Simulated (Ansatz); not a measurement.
Data:

End structure of the (332) surface of fcc Au in its 1x1 cell, outermost plane spacing 0.44 Å in the ideal cut:

```xyz
24
Lattice="2.9396 0.0000 0.0000 0.0000 13.7879 0.0000 0.0000 0.0000 26.5000" Properties=species:S:1:pos:R:3 pbc="T T T"
Au     1.4698    11.0100     8.3162
Au     0.0000     8.5946     8.6239
Au     1.4698     6.2080     9.0829
Au     0.0000     3.8126     9.4756
Au     1.4698     1.3965     9.8107
Au     0.0000    12.7167    10.0811
Au     1.4698    10.0195    10.9182
Au     0.0000     7.5038    11.3483
Au     1.4698     5.0466    11.8167
Au     0.0000     2.5318    12.1279
Au     1.4698    -0.0101    12.4154
Au     0.0000    11.3288    12.9706
Au     1.4698     8.7263    13.5294
Au     0.0000     6.2773    14.0846
Au     1.4698     3.7355    14.3721
Au     0.0000     1.2207    14.6833
Au     1.4698    12.5514    15.1517
Au     0.0000    10.0357    15.5818
Au     1.4698     7.3385    16.4189
Au     0.0000     4.8708    16.6893
Au     1.4698     2.4546    17.0244
Au     0.0000     0.0592    17.4171
Au     1.4698    11.4606    17.8761
Au     0.0000     9.0451    18.1838
```

Slab: 24 atoms, 10.2 Å thick at the start (thin: gaps and levels are the slab's own); k 13x3x1, smearing 0.1 eV, dipole-corrected; all atoms relaxed; start symmetry kept, larger cells not searched; no spin, no spin-orbit, no U.

Problem. What is the computed work function of the top face (PBE in Ansatz, a program for electronic structure)?

Solution. 5.13 eV

Problem. Give the surface energy (mean of both faces) at the level PBE.

Solution. 0.75 J/m²
